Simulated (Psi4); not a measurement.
Psi4 1.11, B3LYP/def2-svp: Ge(Cl)4 ([Cl][Ge]([Cl])([Cl])[Cl]), 5 atoms. The geometry is a generated start, not checked to be a minimum at this level.

- task: gradient
- method: b3lyp
- basis: def2-svp
- memory: 7 GB
- scf_type: df (default)
- guess: auto, which took SAD (default)
- diis_max_vecs: 10 (default)
- scf_initial_accelerator: adiis (default)
- e_convergence: 1e-08 (default)
- d_convergence: 1e-08 (default)
- basis functions (reference run): 104
- grid points (reference run): 890016

```xyz
5

Cl    -0.9479    -1.5214    -1.1471
Ge     0.0013    -0.0007    -0.0018
Cl     2.0796    -0.4231     0.1677
Cl    -0.2680     1.8788    -0.9586
Cl    -0.8649     0.0663     1.9398
```

Yardstick: the run with dft_radial_points = 200, dft_spherical_points = 974, dft_pruning_scheme = none (default), which is not proven converged either. Each setting ran once; only counts and results are compared.

Settings tried, all else as in the reference:
- dft_radial_points = 150, dft_spherical_points = 770
- dft_radial_points = 99, dft_spherical_points = 590
- dft_radial_points = 75 (default), dft_spherical_points = 302 (default)
- dft_radial_points = 75 (default), dft_spherical_points = 302 (default), dft_pruning_scheme = robust
- dft_radial_points = 99, dft_spherical_points = 590, dft_pruning_scheme = treutler
- dft_radial_points = 25, dft_spherical_points = 50
- dft_radial_points = 50, dft_spherical_points = 194
- dft_radial_points = 75 (default), dft_spherical_points = 302 (default), dft_pruning_scheme = treutler
- dft_radial_points = 99, dft_spherical_points = 590, dft_pruning_scheme = robust
- dft_radial_points = 75 (default), dft_spherical_points = 434
- dft_radial_points = 35, dft_spherical_points = 110

Q: Which settings reproduce the reference to 0.10 meV/atom in energy, 1.0 meV/Å in forces (largest component)?

A: Within it: dft_radial_points = 150, dft_spherical_points = 770; dft_radial_points = 99, dft_spherical_points = 590, dft_pruning_scheme = robust; dft_radial_points = 99, dft_spherical_points = 590. Outside: dft_radial_points = 75 (default), dft_spherical_points = 434; dft_radial_points = 99, dft_spherical_points = 590, dft_pruning_scheme = treutler; dft_radial_points = 75 (default), dft_spherical_points = 302 (default); dft_radial_points = 75 (default), dft_spherical_points = 302 (default), dft_pruning_scheme = robust; dft_radial_points = 75 (default), dft_spherical_points = 302 (default), dft_pruning_scheme = treutler; dft_radial_points = 50, dft_spherical_points = 194; dft_radial_points = 35, dft_spherical_points = 110; dft_radial_points = 25, dft_spherical_points = 50.

| setting | grid points | energy against the reference | difference in forces (largest component) |
|---|---|---|---|
| the reference | 890016 | — | — |
| dft_radial_points = 150, dft_spherical_points = 770 | 529115 | −0.0019 meV/atom | 0.47 meV/Å |
| dft_radial_points = 99, dft_spherical_points = 590, dft_pruning_scheme = robust | 185047 | −0.012 meV/atom | 0.54 meV/Å |
| dft_radial_points = 99, dft_spherical_points = 590 | 269389 | −0.012 meV/atom | 0.54 meV/Å |
| dft_radial_points = 75 (default), dft_spherical_points = 434 | 149705 | +0.11 meV/atom | 3.1 meV/Å |
| dft_radial_points = 99, dft_spherical_points = 590, dft_pruning_scheme = treutler | 135967 | +0.26 meV/atom | 8.7 meV/Å |
| dft_radial_points = 75 (default), dft_spherical_points = 302 (default) | 104490 | +0.10 meV/atom | 9.6 meV/Å |
| dft_radial_points = 75 (default), dft_spherical_points = 302 (default), dft_pruning_scheme = robust | 70628 | +0.10 meV/atom | 9.6 meV/Å |
| dft_radial_points = 75 (default), dft_spherical_points = 302 (default), dft_pruning_scheme = treutler | 56108 | +0.31 meV/atom | 14 meV/Å |
| dft_radial_points = 50, dft_spherical_points = 194 | 45530 | +0.26 meV/atom | 33 meV/Å |
| dft_radial_points = 35, dft_spherical_points = 110 | 18137 | −130 meV/atom | 210 meV/Å |
| dft_radial_points = 25, dft_spherical_points = 50 | 5949 | +1400 meV/atom | 620 meV/Å |

Total energies are compared; such shifts often cancel in part in energy differences. The gradients leave out the derivatives of the grid weights. The tolerance is a choice made for this comparison.
